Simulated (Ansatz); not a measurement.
A self-consistent single point of NbFeF6 (R3, 8 atoms in the cell) with Ansatz (a first-principles code).

Method: PBEsol, default PAW files made with PBE (plane waves; Ansatz).

```
NbFeF6
1.0
    2.74162     1.58288     4.76701
   -2.74162     1.58288     4.76701
    0.00000    -3.16576     4.76701
Nb Fe F
1 1 6
Direct
  0.50350   0.50350   0.50350
  0.00000   0.00000   0.00000
  0.16740   0.34185   0.74395
  0.83260   0.65815   0.25605
  0.74395   0.16740   0.34185
  0.25605   0.83260   0.65815
  0.34185   0.74395   0.16740
  0.65815   0.25605   0.83260
```
Moments meant for the start (each program seeds them in its own way; μB, in the order of the atoms Nb Fe F F F F F F): 1.0 4.0 0.0 0.0 0.0 0.0 0.0 0.0.

Reference input (self-consistent single point, DFT, PBEsol, plane waves, default PAW files made with PBE): basis.ecutwfc = 30.9 Ry; kpoints.mp_grid.grid = 4 4 4; hamiltonian.xc = pbesol; hamiltonian.pseudopotentials = {kind: paw} (the program's default PAW files); magnetization.spin_polarized = true; scf.occupations.method = gaussian; scf.occupations.width = 0.0073 Ry. This run's input differs from it in these lines:

Ansatz 0.2 input:
```diff
@@ -19,3 +19,3 @@
   mp_grid:
-    grid: [4, 4, 4]
+    grid: [5, 5, 5]
 hamiltonian:
@@ -29,3 +29,3 @@
     method: gaussian
-    width: 0.0073 Ry
+    width: 0.0037 Ry
 output:
```

Output (repeated stretches shortened):

```
SCF iter   1: F=—  HF=-13757.815916 eV  |F-HF|=—  |Δ(HF+E_count)|=         —  Δρ=1.62e-1 (↑8.44e-2 ↓1.62e-1)  dr2=7.03e1  dr2_m=2.21e0  M=3.000 μB ∫|m|=3.000 μB  β_m=0.30  ethr=3.10e-3  ⟨swp⟩=6.2  Hψ=8244  notcnv=0  defer=3
Mixer restart at iter 1: flushing history
all-band conjugate gradients solve this SCF's bands
preconditioner: auto → none
   [... lines left out ...]
SCF iter  17: F=—  HF=-13750.564524 eV  |F-HF|=—  |Δ(HF+E_count)|=   1.47e-8  Δρ=2.97e-6 (↑9.63e-7 ↓2.97e-6)  dr2=1.15e-8  dr2_m=2.86e-9  M=3.000 μB ∫|m|=4.750 μB  β_m=0.74  ethr=1.68e-10  ⟨swp⟩=2.8  Hψ=3647  notcnv=0  defer=152
SCF iter  18: F=-13750.564524 eV  HF=-13750.564524 eV  |F-HF|=3.46e-9  |Δ(HF+E_count)|=   2.43e-9  Δρ=1.63e-6 (↑6.73e-7 ↓1.63e-6)  dr2=4.20e-9  dr2_m=8.51e-10  M=3.000 μB ∫|m|=4.750 μB  ethr=1.62e-11  ⟨swp⟩=9.8  Hψ=8184  notcnv=0
SCF 1 converged in 18 iterations: F = -13750.564524 eV  dr2 = 4.20e-9
WARN: the starting moments were not kept: 1 of 2 ended reversed and 1 kept their direction, counting a site from 0.1 μB …
Magnetization: 3.0000 μB (37.0000 up, 34.0000 down)
   [... lines left out ...]
Absolute magnetization: 4.7506 μB (∫|ρ↑−ρ↓|, with the PAW one-centre terms)
Free energy (F): -13750.564524 eV
Fermi energy:    5.632832 eV
   [... lines left out ...]
  atom   8  F      0.06820343     0.20541473    -0.04733557
--- Stress (GPa, compression-positive) ---
       -5.039566      -0.000001       0.000000
        0.000001      -5.039566       0.000000
       -0.000000       0.000000      -5.815429
  P = ⅓ Tr σ = -5.2982 GPa (-52.982 kbar)
  The stress holds the Pulay correction. Without it, at fixed plane waves, as pw.x and ABINIT print it: P = -5.9097 GPa
```

The run converged in 18 iterations. Against the reference run the free energy goes up by 3.8 meV/atom, the pressure hardly changes (-5.34 to -5.30 GPa), the largest force goes from 1.339 to 1.326 eV/Å and the size of the net moment stays at 0.38 μB/atom.

The starting cell comes from a database of computed structures (which also holds hypothetical and non-ambient phases and stackings), without a prior relaxation at this level. Its lattice was rescaled by up to half a per cent. One atom was moved a little off its site on purpose. The magnetic order is the one reached from the typed start; others were not searched systematically. The program warned that a starting moment was not kept. With a pressure of about -5 GPa the cell is away from its equilibrium volume at this level. Forces in this geometry exceed 1 eV/Å. Ansatz's pressure includes its estimate of the finite-basis (Pulay) stress. Without the estimate this run gives -5.91 GPa.

Cost on one core of a shared machine: roughly 60 s.
